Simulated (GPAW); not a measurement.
A working GPAW input for BiTe3 (R3m, 4 atoms in the cell) (DFT LDA (Perdew-Wang 92), plane waves, GPAW PAW datasets LDA (gpaw-data 1.0.1)):

```python
from ase import Atoms
from ase.units import GPa
from gpaw import GPAW

atoms = Atoms(['Bi', 'Te', 'Te', 'Te'],
              cell=[[2.158400, 1.246153, 8.291530],
                    [-2.158400, 1.246153, 8.291530],
                    [0.000000, -2.492306, 8.291530]],
              positions=[[0.000000, -0.000000, 9.764769],
                         [0.000000, 0.000000, 5.558899],
                         [0.000000, -0.000000, 24.309265],
                         [-0.000000, -0.000000, 20.028348]],
              pbc=True)

calc = GPAW(mode={'name': 'pw', 'ecut': 550},
            xc='LDA',
            kpts=(9, 9, 9),
            occupations={'name': 'methfessel-paxton', 'width': 0.1, 'order': 1},
            nbands=-12,
            convergence={'forces': 0.001},
            symmetry={'symmorphic': False, 'tolerance': 0.0005},
            maxiter=120,
            txt='-')

atoms.calc = calc

energy = atoms.get_potential_energy()
print('Energy (eV):', round(energy, 6))
forces = atoms.get_forces()
print('Forces (eV/Ang):')
print(forces.round(5))
stress = atoms.get_stress()
print('Stress (GPa, Voigt):', (stress / GPa).round(4))
```

The run converged in 23 iterations: free energy E − TS (from the program's reference atoms) -16.7709 eV; Fermi level (on the code's own zero) 5.69 eV; pressure -3.89 GPa; largest force (vector length) 0.109 eV/Å. Each of these slips is then made, one at a time:

(1)
```diff
+            charge=2,
```

(2)
```diff
-            kpts=(9, 9, 9),
```

**Question.** What happens in each case?

**Answer.** 
(1) An unintended net charge. The run converged in 25 iterations without an error; against the sound input the pressure goes from -3.89 to -32.29 GPa and the largest force goes from 0.109 to 0.540 eV/Å.

(2) A single k-point for a small metallic cell. The run converged in 32 iterations without an error; against the sound input the free energy rises by 4.13 eV/atom, the pressure goes from -3.89 to 25.60 GPa and the largest force goes from 0.109 to 0.335 eV/Å.

The starting cell comes from a database of computed structures (which also holds hypothetical and non-ambient phases and stackings), without a prior relaxation at this level. In the base run, with a pressure of about -4 GPa the cell is away from its equilibrium volume at this level.

Left out of this page: 5 runs of the series outside the window shown, repeating another row's setting, or not comparable.
